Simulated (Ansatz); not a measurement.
Defect migration in silicon: interstitial P, charge state -1. The step: P moves alone to another site; the atom moves 1.19 Å along (0.00, -0.15, -0.15) of the unit cell; the moving atom starts with neighbours 2 Si at 2.19, 2 Si at 2.58 Å and ends with Si at 2.18, Si at 2.19, Si at 2.58, Si at 2.62 Å. DFT values are from Ansatz (plane-wave PAW, 420 eV unless said) in a cell of 216 host sites, spin-restricted, static, with no finite-size correction. The charge state is imposed; whether it is stable for some Fermi level was not computed. Sites that were not tried may lie lower. For the PBE band: the program found a first-order saddle point.

```
Level                                                                    Forward barrier (eV)
-----------------------------------------------------------------------  --------------------
PBE, one k-point at (0.250, 0.250, 0.250), band relaxed                                  0.08
PBE, a 2×2×2 k-point mesh shifted by half a step, same geometries                        0.09
r2SCAN at 500 eV, one k-point at (0.250, 0.250, 0.250), same geometries                  0.11
PBE, Γ point alone, same geometries                                                      0.10
HSE06, Γ point alone, same geometries                                                    0.10
```

Ansatz is a quantum-chemistry and plane-wave program.
